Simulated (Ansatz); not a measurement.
Base system: MoS2 in the 3R-MoS2 type structure (space group R3m, No. 160; a = 3.175 Å, c = 18.586 Å (hexagonal axes); layered, stacked along the Cartesian z axis).

The values are results of r2SCAN+rVV10 (Ansatz, a first-principles code, PAW, no SOC), earlier PAW set, not measurements.

One change was made to it. Results:

```
quantity             base     after
---------------  --------  --------
band gap          1.02 eV      zero
volume per atom  18.03 Å³  13.97 Å³
```

Name the change that was made.
(A) pressure 30 GPa
(B) pressure 15 GPa
(C) pressure 75 GPa
(D) pressure −1 GPa

A, pressure 30 GPa. For comparison, the volume per atom in the other runs: pressure 75 GPa gives 11.88 Å³; pressure −1 GPa gives 18.64 Å³; pressure 15 GPa gives 15.23 Å³.

The mesh was chosen for an insulator and is coarse for the gapless case. Load acts through the strain it causes; cell and atoms are relaxed under it. Whether these cells are dynamically stable was not tested. No other phases were tried under pressure. The final runs are not spin-polarised. The zero or small gap of MoS2 under pressure 30 GPa can change with the level of theory.
